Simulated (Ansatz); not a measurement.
Base system: Ag in the fcc (Cu type) structure (space group Fm-3m, No. 225; a = 4.149 Å).

Structures relaxed with PBE/PAW in Ansatz (a program for electronic structure), without spin-orbit coupling.

Base:

Simulated powder pattern, Cu Kα1, λ = 1.54056 Å (kinematic, ideal powder, no thermal factors, no anomalous dispersion; the 10 strongest lines at most, above 2 %, up to 2θ = 90°):

```json
[
 {"2θ (°)": "37.52", "I/Imax (%)": "100", "hkl": "(111)"},
 {"2θ (°)": "43.60", "I/Imax (%)": "48", "hkl": "(200)"},
 {"2θ (°)": "63.36", "I/Imax (%)": "30", "hkl": "(220)"},
 {"2θ (°)": "76.02", "I/Imax (%)": "35", "hkl": "(311)"},
 {"2θ (°)": "80.06", "I/Imax (%)": "10", "hkl": "(222)"}
]
```

After one change:

Simulated powder pattern, Cu Kα1, λ = 1.54056 Å (kinematic, ideal powder, no thermal factors, no anomalous dispersion; the 10 strongest lines at most, above 2 %, up to 2θ = 90°):

```tsv
2θ (°)	I/Imax (%)
40.77	100
47.44	48
69.34	29
83.67	35
88.32	10
```

**Question.** Name the change that was made.
(A) Ag → Rh
(B) Ag → Cu
(C) Ag → Au

**Answer.** A, Ag → Rh. Its volume per atom is 14.05 Å³ against 17.85 Å³, and its space group is Fm-3m (No. 225).

Stability against distortions was not tested. All final runs are without spin polarisation.
